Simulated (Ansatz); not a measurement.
Si3N4 (P6₃/m, No. 176) was calculated with PBEsol in Ansatz (PAW).

Run with plane-wave cutoff 520 eV, 6×6×12 k mesh (along the axes of the cell as run), scalar-relativistic PAW data made under PBE.

Computed at the level's own relaxed cell.

Elastic tensor (GPa, Voigt notation, ions relaxed):

```
  407.7   190.6   113.8     0.0     0.0     0.0
  190.6   407.7   113.8     0.0     0.0     0.0
  113.8   113.8   532.1     0.0     0.0     0.0
    0.0     0.0     0.0    96.5     0.0     0.0
    0.0     0.0     0.0     0.0    96.5     0.0
    0.0     0.0     0.0     0.0     0.0   108.5
```

Problem. Work out the Voigt, Reuss and Hill averages of the bulk and shear moduli, Young's modulus and Poisson's ratio from the printed constants.

Solution. K_V = [C11 + C22 + C33 + 2(C12 + C13 + C23)]/9 = [1347.5 + 2 × 418.2]/9 = 242.7 GPa. G_V = [1347.5 − 418.2 + 3 × 301.5]/15 = 122.3 GPa. From the compliances S = C⁻¹, K_R = 242.2 and G_R = 113.3 GPa. Hill means: K = 242.4, G = 117.8 GPa. E = 9KG/(3K + G) = 304 GPa, ν = (3K − 2G)/(6K + 2G) = 0.29, K/G = 2.06.

Computed values are for the static lattice.

Ansatz is a quantum-chemistry and plane-wave program.
